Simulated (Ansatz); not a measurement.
**Hypothetical Fm-3m WSe2: pressure series**

Take WSe2 (space group Fm-3m, No. 225; a = 6.1678 Å; ferromagnetic; a hypothetical phase, not in the database extracts checked) as the base.

Cell and atoms are relaxed at each pressure.

Calculations: PBEsol/PAW in Ansatz (a first-principles code), spin-orbit coupling left out, earlier PAW set.

Computed cases, in order: pressure −2 GPa; pressure −1 GPa; 0 GPa (base); pressure 3 GPa; pressure 7 GPa; pressure 15 GPa; pressure 30 GPa; pressure 50 GPa; pressure 75 GPa; pressure 100 GPa.

Between which two neighbouring cases do the magnetic moments vanish or appear?

Between pressure 7 GPa (ferromagnetic) and pressure 15 GPa (non-magnetic). The whole series: pressure −2 GPa: ferromagnetic; pressure −1 GPa: ferromagnetic; 0 GPa (base): ferromagnetic; pressure 3 GPa: ferromagnetic; pressure 7 GPa: ferromagnetic; pressure 15 GPa: non-magnetic; pressure 30 GPa: non-magnetic; pressure 50 GPa: non-magnetic; pressure 75 GPa: non-magnetic; pressure 100 GPa: non-magnetic.

Other magnetic orders, which the real material may have, were not ruled out. Load acts through the strain it causes; cell and atoms are relaxed under it. Stability against distortions was not tested. No other phases were tried under pressure. Seeded moments were not kept for pressure 15 GPa, pressure 30 GPa, pressure 50 GPa and pressure 75 GPa and more.
